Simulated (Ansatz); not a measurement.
```yaml
crystal:
  lattice:
    - [0.00000, 2.16519, 2.16519]
    - [2.16519, 0.00000, 2.16519]
    - [2.16519, 2.16519, 0.00000]
  atoms:
    - { symbol: C, position: [0.00000, 0.00000, 0.00000] }
    - { symbol: Ta, position: [0.50000, 0.50000, 0.50000] }
```

Spin-orbit coupling is not included. The pressure is 30 GPa. The structure is held there; whether it is the stable one at that pressure was not tested.

**Question.** By how much do the lattice constants and the volume change from 300 K to 525 K (the quasi-harmonic free energy, PBEsol in Ansatz, an electronic-structure program), and how far does the bulk modulus soften?

**Answer.** a by 0.09 %, the volume by 0.26 %; B_T goes from 455 to 449 GPa. No phase change or melting is allowed for: the numbers belong to this structure as given.

The PAW data sets were generated under PBE and serve the other functionals too.
